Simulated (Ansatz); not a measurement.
Electronic density of states of amorphous Hf$_{18}$O$_{39}$W, density 8.85 g/cm³, on a 2×2×2 Γ-centred mesh with a Gaussian width of 0.1 eV; energies count from the Fermi level, whose place inside the gap is arbitrary. Cell and mesh are small, so fine structure isn't converged. Calculation: PBE, scalar-relativistic without spin-orbit coupling (plane waves to 420 eV, PAW; Ansatz, an electronic-structure program). Sampling: a 2×2×2 Γ-centred mesh; Fermi-Dirac width 0.02 eV; no spin polarisation. At PBE the levels at both edges of the gap are localised (band-tail or defect states), and the nearest spread-out levels lie 4.2 eV apart at the zone centre.

A CHGNet melt-quench gave the starting glass, which DFT then relaxed. O atoms were pushed apart under 1.9 Å during the dynamics, to hinder bonds among them. The hot cell started wider than the set density and was brought back towards it in steps. It is the lowest in DFT energy of 2 quenches. It is a model cell: composition and starting density were chosen by hand, and all elements were melted together. No dispersion term was used. Its density started from a set value of 8.85 and ended at 8.85 g/cm³. Cooling (nominally 380 K/ps over its main leg) ran many orders faster than in experiment, which tends to leave more defects and strain. A cell of this size samples the disorder only roughly. The volume was held where the preparation left it and the shape relaxed, at a PBE pressure of 0.3 GPa.

(E - EF (eV), states/(eV atom)): (-12.00, 3.43); (-11.90, 4.32); (-11.80, 5.70); (-11.70, 6.60); (-11.60, 3.11); (-11.50, 1.20); (-11.40, 1.17); (-11.30, 0.33); (-11.20, 0.02); (-11.10, 0.00); (-11.00, 0.00); (-10.90, 0.00); (-10.80, 0.00); (-10.70, 0.00); (-10.60, 0.00); (-10.50, 0.00); (-10.40, 0.00); (-10.30, 0.00); (-10.20, 0.00); (-10.10, 0.00); (-10.00, 0.00); (-9.90, 0.00); (-9.80, 0.00); (-9.70, 0.00); (-9.60, 0.00); (-9.50, 0.00); (-9.40, 0.00); (-9.30, 0.00); (-9.20, 0.00); (-9.10, 0.00); (-9.00, 0.00); (-8.90, 0.00); (-8.80, 0.00); (-8.70, 0.00); (-8.60, 0.00); (-8.50, 0.00); (-8.40, 0.00); (-8.30, 0.00); (-8.20, 0.00); (-8.10, 0.00); (-8.00, 0.00); (-7.90, 0.00); (-7.80, 0.00); (-7.70, 0.00); (-7.60, 0.00); (-7.50, 0.00); (-7.40, 0.00); (-7.30, 0.00); (-7.20, 0.02); (-7.10, 0.13); (-7.00, 0.19); (-6.90, 0.16); (-6.80, 0.21); (-6.70, 0.33); (-6.60, 0.43); (-6.50, 0.48); (-6.40, 0.54); (-6.30, 0.49); (-6.20, 0.46); (-6.10, 0.54); (-6.00, 0.61); (-5.90, 0.66); (-5.80, 0.70); (-5.70, 0.73); (-5.60, 0.72); (-5.50, 0.76); (-5.40, 0.87); (-5.30, 0.90); (-5.20, 0.83); (-5.10, 0.77); (-5.00, 0.83); (-4.90, 0.86); (-4.80, 0.85); (-4.70, 0.83); (-4.60, 0.72); (-4.50, 0.68); (-4.40, 0.76); (-4.30, 0.79); (-4.20, 0.79); (-4.10, 0.83); (-4.00, 0.86); (-3.90, 0.79); (-3.80, 0.79); (-3.70, 0.84); (-3.60, 0.93); (-3.50, 0.90); (-3.40, 0.95); (-3.30, 0.96); (-3.20, 0.90); (-3.10, 0.97); (-3.00, 1.00); (-2.90, 0.97); (-2.80, 0.95); (-2.70, 0.97); (-2.60, 0.98); (-2.50, 1.01); (-2.40, 0.98); (-2.30, 0.88); (-2.20, 0.84); (-2.10, 0.80); (-2.00, 0.69); (-1.90, 0.57); (-1.80, 0.53); (-1.70, 0.49); (-1.60, 0.24); (-1.50, 0.04); (-1.40, 0.00); (-1.30, 0.00); (-1.20, 0.00); (-1.10, 0.00); (-1.00, 0.00); (-0.90, 0.00); (-0.80, 0.00); (-0.70, 0.00); (-0.60, 0.00); (-0.50, 0.00); (-0.40, 0.00); (-0.30, 0.00); (-0.20, 0.00); (-0.10, 0.00); (0.00, 0.00); (0.10, 0.00); (0.20, 0.00); (0.30, 0.00); (0.40, 0.00); (0.50, 0.00); (0.60, 0.00); (0.70, 0.00); (0.80, 0.00); (0.90, 0.00); (1.00, 0.00); (1.10, 0.00); (1.20, 0.00); (1.30, 0.00); (1.40, 0.00); (1.50, 0.04); (1.60, 0.18); (1.70, 0.21); (1.80, 0.19); (1.90, 0.13); (2.00, 0.18); (2.10, 0.10); (2.20, 0.01); (2.30, 0.00); (2.40, 0.03); (2.50, 0.13); (2.60, 0.21); (2.70, 0.27); (2.80, 0.40); (2.90, 0.46); (3.00, 0.50); (3.10, 0.51); (3.20, 0.50); (3.30, 0.62); (3.40, 0.68); (3.50, 0.67); (3.60, 0.75); (3.70, 0.71); (3.80, 0.67); (3.90, 0.68); (4.00, 0.70); (4.10, 0.72); (4.20, 0.79); (4.30, 0.81); (4.40, 0.72); (4.50, 0.69); (4.60, 0.67); (4.70, 0.68); (4.80, 0.69); (4.90, 0.68); (5.00, 0.68); (5.10, 0.68); (5.20, 0.64)

The gap between localised states on this mesh is 3.22 eV; the broadening fills part of it in the curve.
